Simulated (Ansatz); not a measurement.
One base run on Cl2 (Cmce, 4 atoms in the cell) and variants with one or two settings moved

```xyz
4
Lattice="3.1855 -2.0079 0.0000 3.1855 2.0079 0.0000 0.0000 0.0000 8.1999" Properties=species:S:1:pos:R:3 pbc="T T T"
Cl     3.1855    -1.5480     4.9589
Cl     3.1855     1.5480     3.2410
Cl     3.1855    -0.4599     0.8589
Cl     3.1855     0.4599     7.3410
```

Base run A: Ansatz (a quantum-chemistry and plane-wave program) with PBE, PAW files, self-consistent single point.

Its settings: kpoints.mp_grid.grid = 10 10 4; hamiltonian.xc = pbe; hamiltonian.pseudopotentials = {kind: paw} (the program's default PAW files); scf.occupations.method = gaussian; scf.occupations.width = 0.0007 Ry.

The starting cell comes from a database of computed structures (which also holds hypothetical and non-ambient phases and stackings), without a prior relaxation at this level. Its lattice was rescaled by a random factor within 2.5 % of one. In the base run, with a pressure of about 5 GPa the cell is away from its equilibrium volume at this level. In the base run, forces exceed 1 eV/Å. Ansatz's pressure includes its estimate of the finite-basis (Pulay) stress.

ΔF is the free energy per atom less that of run A. 

Run A gave: pressure (GPa) 4.57; largest force (eV/Å) 1.469; gap on the mesh (eV) 2.516; k-points 93; valence electrons 28.

Runs:
- B: crystal.symmetry.detect: default → false
- C: kpoints.mp_grid.shift: default → 0.5 0.5 0.5
- D: 2 x 1 x 1 supercell, mesh divided to match; kpoints.mp_grid.grid: 10 10 4 → 5 10 4
- E: scf.mixing.algorithm: default (the program chose MSR1) → anderson; scf.mixing.beta: default → 0.7
- F: scf.mixing.algorithm: default (the program chose MSR1) → broyden; scf.mixing.ndim: default → 3
- G: scf.algorithm: default → direct_min

Problem. What does run C change against A?

Solution. The free energy hardly moves (within 1 meV/atom), the pressure stays at 4.57 GPa, the largest force stays at 1.469 eV/Å and the gap on the mesh goes from 2.516 to 2.570 eV.

```json
[
 {"run": "A", "ΔF (meV/atom)": "0.00", "pressure (GPa)": "4.57", "largest force (eV/Å)": "1.469", "gap on the mesh (eV)": "2.516", "k-points": "93", "valence electrons": "28"},
 {"run": "B", "ΔF (meV/atom)": "0.00", "pressure (GPa)": "4.57", "largest force (eV/Å)": "1.469", "gap on the mesh (eV)": "2.516", "k-points": "204", "valence electrons": "28"},
 {"run": "C", "ΔF (meV/atom)": "0.00", "pressure (GPa)": "4.57", "largest force (eV/Å)": "1.469", "gap on the mesh (eV)": "2.570", "k-points": "60", "valence electrons": "28"},
 {"run": "D", "ΔF (meV/atom)": "0.00", "pressure (GPa)": "4.57", "largest force (eV/Å)": "1.469", "gap on the mesh (eV)": "2.516", "k-points": "78", "valence electrons": "56"},
 {"run": "E", "ΔF (meV/atom)": "0.00", "pressure (GPa)": "4.57", "largest force (eV/Å)": "1.469", "gap on the mesh (eV)": "2.516", "k-points": "93", "valence electrons": "28"},
 {"run": "F", "ΔF (meV/atom)": "0.00", "pressure (GPa)": "4.57", "largest force (eV/Å)": "1.469", "gap on the mesh (eV)": "2.516", "k-points": "93", "valence electrons": "28"},
 {"run": "G", "ΔF (meV/atom)": "0.00", "pressure (GPa)": "4.57", "largest force (eV/Å)": "1.469", "gap on the mesh (eV)": "2.516", "k-points": "93", "valence electrons": "28"}
]
```

Keys are those of Ansatz 0.2.
